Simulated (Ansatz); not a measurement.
We consider CaC₂ (Immm, No. 71, 3 atoms in the cell; start mp-2382752), described by PBEsol (PAW; Ansatz, a quantum-chemistry and plane-wave program).

Numerical settings: plane-wave cutoff 500 eV, 14×14×14 k mesh, gaussian smearing 0.02 eV, scalar-relativistic PAW data made under PBE.

Cell (relaxed at this level):

```cif
data_C2Ca
_chemical_formula_sum 'Ca1 C2'
_space_group_name_H-M_alt 'P 1'
_space_group_IT_number 1
_cell_length_a 4.03389
_cell_length_b 4.03389
_cell_length_c 4.03389
_cell_angle_alpha 124.868
_cell_angle_beta 106.207
_cell_angle_gamma 98.581
loop_
_space_group_symop_operation_xyz
  'x, y, z'
loop_
_atom_site_label
_atom_site_type_symbol
_atom_site_fract_x
_atom_site_fract_y
_atom_site_fract_z
_atom_site_occupancy
Ca1 Ca 0.00000 0.00000 0.00000 1
C1 C 0.37034 0.50000 0.87034 1
C2 C 0.62966 0.50000 0.12966 1
```

Give the computed band gap.


band gap: 2.17 eV (on the SCF k mesh)

Note: the relaxation could not lower the start's symmetry, so the cell can be a saddle point above a distorted one.

Static lattice: no zero-point or thermal effects.

Cost on a shared machine: around 4 core-minutes (rough).

A start named mp-… is a Materials Project structure, which need not be a measured phase.
